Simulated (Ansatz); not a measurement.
# Effect of uniaxial strain ε_zz = −3.00 % on Ir

Take Ir in the fcc (Cu type) structure (space group Fm-3m, No. 225; a = 3.8311 Å; relaxed with 0.1 eV smearing) as the base. Axes: x, y, z lie along the cube axes.

It is then changed as follows: the cell is compressed by 3.00 % along z with no lateral relaxation; the atoms relax in the strained cell.

Computed with PBEsol in Ansatz (plane waves to 420 eV, PAW, no spin-orbit coupling). k-mesh 29×29×29 (Γ-centred); smearing 0.1 eV (Fermi–Dirac).

```tsv
quantity	base	changed	shift
space group	Fm-3m (No. 225)	I4/mmm (No. 139)	–
shortest interatomic distance	5.119 bohr	5.043 bohr	-0.076 bohr
energy relative to the base (free energy F)	0 meV/atom	+27 meV/atom	+27 meV/atom
pressure (mean of the normal stresses, compression positive)	0.0 GPa	12.9 GPa	+12.9 GPa
band gap	zero	zero	–
stress (xx, yy, zz, yz, xz, xy; compression positive)	–	(8.7, 8.7, 21.2, 0.0, 0.0, 0.0) GPa	–
```

Whether these cells are dynamically stable was not tested. All final runs are without spin polarisation.

Ansatz is a first-principles code.
